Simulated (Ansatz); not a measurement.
In₂O₃ (model structure, started from the Al2S3 type, C2/c, No. 15, 10 atoms in the cell), treated with r²SCAN in Ansatz (PAW).

Numerical settings: plane-wave cutoff 560 eV, 8×8×6 k mesh (along the axes of the cell as run), Fermi–Dirac smearing 0.01 eV, scalar-relativistic PAW data made under PBE.

Cell (relaxed at this level):

```
In2O3
1.0
    5.85301    -3.30568     0.05742
    5.85301     3.30568     0.05742
   -3.75092     0.00000     4.52118
In O
4 6
Cartesian
  4.96796  -2.62752   1.89126
  6.84342   2.62752  -0.36933
  6.86717   0.67816   2.09919
  4.99171  -0.67816   4.35978
 -1.17425   0.62691   3.96320
  0.70121  -0.62691   1.70261
  6.96860   0.26804   4.28454
  8.84406  -0.26804   2.02395
  3.40545   0.62691   4.49101
  5.28091  -0.62691   2.23042
```

Q: Predict the band gap.

A: 
band gap: 1.74 eV (on the SCF k mesh)

Note: the relaxation could raise the start's symmetry but not lower it, so the cell can be a saddle point.

Spin–orbit coupling is not included.

The computed numbers hold no vibrational or temperature effects.

Computing time: about 80 core-minutes (a rough figure).

A model structure was made by putting elements into a prototype or built by hand; it is no filed structure, need not be a known phase, and can be a saddle point held by its symmetry.

Ansatz is an electronic-structure program.
